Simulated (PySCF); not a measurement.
PySCF 2.14.0, PBE/def2-tzvp, df: Ba(Br)(OH) ([OH][Ba][Br]), 4 atoms. The geometry is a generated start, not checked to be a minimum at this level.

```yaml
task: energy
method: pbe
basis: def2-tzvp
two_electron_scheme: density fitting
mol.max_memory: 3000 MB
mf.max_cycle: 100
mf.conv_tol: 1e-09 (default)
mf.grids.level: 3 (default)
effective_core_potentials: those of the basis set, past Kr
basis_functions: 125
grid_points: 68240
```

```xyz
4

Ba     0.4367     0.0307    -1.1359
Br    -0.6842     2.5869    -0.8223
O      0.0365    -0.9149     0.7221
H      0.2110    -1.7027     1.2360
```

With the defaults (mf.DIIS = CDIIS, mf.diis = true, mf.init_guess = minao, mf.diis_damp = 0, newton = off, mf.diis_space = 8) it converges in 14 Fock builds. One run each on 2 threads, 1 BLAS thread, with these changes:
- mf.diis = false
- newton = Hessian by the SCF's own integrals
- mf.init_guess = huckel
- mf.diis_damp = 0.3
- mf.init_guess = 1e
- mf.DIIS = EDIIS
- mf.diis_space = 12
- mf.init_guess = mod_huckel
- mf.diis_space = 3

Task: Which of these changes keep the SCF from converging, or lead it to another solution?

Result: No convergence: mf.DIIS = EDIIS; mf.diis = false (the run ends without SCF convergence in 100 cycles). The rest reach the solution of the defaults.

| setting | Fock builds | end |
|---|---|---|
| mf.diis_damp = 0.3 | 12 | same solution |
| the defaults | 14 | same solution |
| mf.diis_space = 12 | 14 | same solution |
| mf.init_guess = huckel | 15 | same solution |
| mf.init_guess = mod_huckel | 15 | same solution |
| mf.init_guess = 1e | 23 | same solution |
| mf.diis_space = 3 | 25 | same solution |
| newton = Hessian by the SCF's own integrals | 50 | same solution |
| mf.DIIS = EDIIS | 101 | no convergence |
| mf.diis = false | 101 | no convergence |

Under newton the count holds the products with the orbital Hessian.
